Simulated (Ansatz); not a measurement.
Start from MoSi₂ (space group I4/mmm, No. 139; relaxed with 0.1 eV smearing).

```xyz
3
Lattice="-1.5950 1.5950 3.9110 1.5950 -1.5950 3.9110 1.5950 1.5950 -3.9110" Properties=species:S:1:pos:R:3 pbc="T T T"
Si     0.0000     0.0000     5.2012
Si     0.0000     0.0000     2.6208
Mo     0.0000     0.0000     0.0000
```

Cartesian axes are those of the cell as printed.

The values are results of DFT with PBEsol, PAW potentials and a 420 eV plane-wave cutoff in Ansatz (a quantum-chemistry and plane-wave program), without spin-orbit coupling, not measurements.

Before the change:

The pressure is 0.0 GPa and the band gap is zero.

It is then changed as follows: the cell is compressed by 1.50 % along x with no lateral relaxation; the atoms relax in the strained cell.

### Question
What does the calculation give for the pressure after the change?

### Answer
The pressure (mean of the normal stresses, compression positive) goes from zero to 3.3 GPa.

### Question
What happens to the energy relative to the base?

### Answer
The energy goes up by 3.9 meV/atom.

### Question
Predict the new band gap.

### Answer
The band gap stays zero.

Whether these cells are dynamically stable was not tested. All final runs are without spin polarisation.
